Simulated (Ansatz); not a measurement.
ZrN (rock salt, Fm-3m); conventional cell a = 4.4769 Å, b = 4.4769 Å, c = 4.4769 Å, α = 90.00°, β = 90.00°, γ = 90.00°.

The pressure is 15 GPa. The structure is held there; whether it is the stable one at that pressure was not tested.

**Question.** What linear thermal expansion coefficient does quasi-harmonic lattice dynamics on Ansatz (an electronic-structure program), PBEsol functional, plane-wave PAW give at 600 K, and what isobaric heat capacity per mole of formula units and Grüneisen parameter?

**Answer.** α = 6.0 × 10⁻⁶ K⁻¹; C_P = 47.9 J/(mol K); γ = 1.63. No phase change or melting is allowed for: the numbers belong to this structure as given.

The PAW data sets were generated under PBE and serve the other functionals too.
